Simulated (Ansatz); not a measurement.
# CrI3: pressure series

The reference is CrI$_{3}$ in the BiI3 type structure (space group R-3, No. 148; a = 6.818 Å, c = 19.478 Å (hexagonal axes); ferromagnetic; layered, stacked along the Cartesian z axis).

Cell and atoms are relaxed at each pressure.

Calculations: PBE-D3(BJ) in Ansatz (plane waves to 420 eV, PAW, no spin-orbit coupling).

```json
[
 {"variant": "base", "c/a ratio": "2.857", "width of the top valence band": "0.73 eV", "lattice parameter a": "6.818 Å"},
 {"variant": "pressure 0.3 GPa", "c/a ratio": "2.843", "width of the top valence band": "0.75 eV", "lattice parameter a": "6.790 Å"},
 {"variant": "pressure 0.7 GPa", "c/a ratio": "2.826", "width of the top valence band": "0.78 eV", "lattice parameter a": "6.760 Å"},
 {"variant": "pressure 1.5 GPa", "c/a ratio": "2.805", "width of the top valence band": "0.83 eV", "lattice parameter a": "6.703 Å"},
 {"variant": "pressure 3 GPa", "c/a ratio": "…", "width of the top valence band": "…", "lattice parameter a": "…"},
 {"variant": "pressure 5 GPa", "c/a ratio": "2.766", "width of the top valence band": "1.16 eV", "lattice parameter a": "6.524 Å"},
 {"variant": "pressure 7.5 GPa", "c/a ratio": "2.755", "width of the top valence band": "1.32 eV", "lattice parameter a": "6.432 Å"},
 {"variant": "pressure 10 GPa", "c/a ratio": "2.748", "width of the top valence band": "1.46 eV", "lattice parameter a": "6.356 Å"}
]
```

Q: Complete the table.

A: 
- pressure 3 GPa, c/a ratio: 2.782
- pressure 3 GPa, width of the top valence band: 0.99 eV
- pressure 3 GPa, lattice parameter a: 6.617 Å

Other magnetic orders, which the real material may have, were not ruled out. Spin-orbit coupling, missing from the scalar runs, can matter with I. The levels and masses belong to the bands next to the band gap. Load acts through the strain it causes; cell and atoms are relaxed under it. No phonon test of stability was made. No other phases were tried under pressure. The program warned that a D3 coordination switch lies within reach, so dispersion energies are less smooth here.

Ansatz is a quantum-chemistry and plane-wave program.
